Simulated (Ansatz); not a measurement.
System: Ta2O5 (model structure, C2/c, No. 15, 14 atoms in the cell). Method: LDA in Ansatz (plane waves, PAW).

Numerical settings: plane-wave cutoff 520 eV, 8×8×6 k mesh (along the axes of the cell as run), Fermi–Dirac smearing 0.01 eV, scalar-relativistic PAW data made under PBE.

Cell (relaxed at this level):

```cif
data_O20Ta8
_chemical_formula_sum 'Ta8 O20'
_space_group_name_H-M_alt 'C2/c'
_space_group_IT_number 15
_space_group_name_Hall '-C 2yc'
_cell_length_a 12.73499
_cell_length_b 4.81927
_cell_length_c 5.47413
_cell_angle_alpha 90.000
_cell_angle_beta 104.205
_cell_angle_gamma 90.000
loop_
_atom_site_label
_atom_site_type_symbol
_atom_site_symmetry_multiplicity
_atom_site_Wyckoff_symbol
_atom_site_fract_x
_atom_site_fract_y
_atom_site_fract_z
_atom_site_occupancy
Ta1 Ta 8 f 0.14003 0.24413 0.26579 1
O1 O 8 f 0.39023 0.05443 0.02750 1
O2 O 8 f 0.20567 0.07237 0.62803 1
O3 O 4 e 0.00000 0.09747 0.25000 1
```
(The calculation used a cell of 14 atoms; values per cell refer to that cell.)

Problem. Give the computed band gap, smallest direct gap on the k points sampled and Γ–Γ gap.

Solution. 
- band gap = 3.18 eV
- smallest direct gap on the k points sampled = 3.39 eV
- Γ–Γ gap = 3.48 eV

Note: the relaxation could raise the start's symmetry but not lower it, so the cell can be a saddle point.

Spin–orbit coupling is not included.

Static lattice: no zero-point or thermal effects.

A model structure was made by putting elements into a prototype or built by hand; it is no filed structure, need not be a known phase, and can be a saddle point held by its symmetry.

Ansatz is a first-principles code.
